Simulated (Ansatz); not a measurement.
Base system: TiAl₃ (space group I4/mmm, No. 139; a = 3.848 Å, c = 8.613 Å; relaxed with 0.1 eV smearing).

Method: Kohn–Sham DFT with the PBE functional, run in Ansatz (a first-principles code) with PAW and 420 eV plane waves, without spin-orbit coupling.

Before the change:

| Item | Value |
|---|---|
| Pressure | 0.0 GPa |

Perturbation: an isotropic linear strain of +1.10 %, atoms relaxed at fixed cell.

Task: How does this affect the energy relative to the base?

Result: The energy goes up by 5.5 meV/atom.

Task: Estimate the effect on the pressure.

Result: The pressure (mean of the normal stresses, compression positive) goes from zero to -3.2 GPa.

Stability against distortions was not tested. The final runs are not spin-polarised.
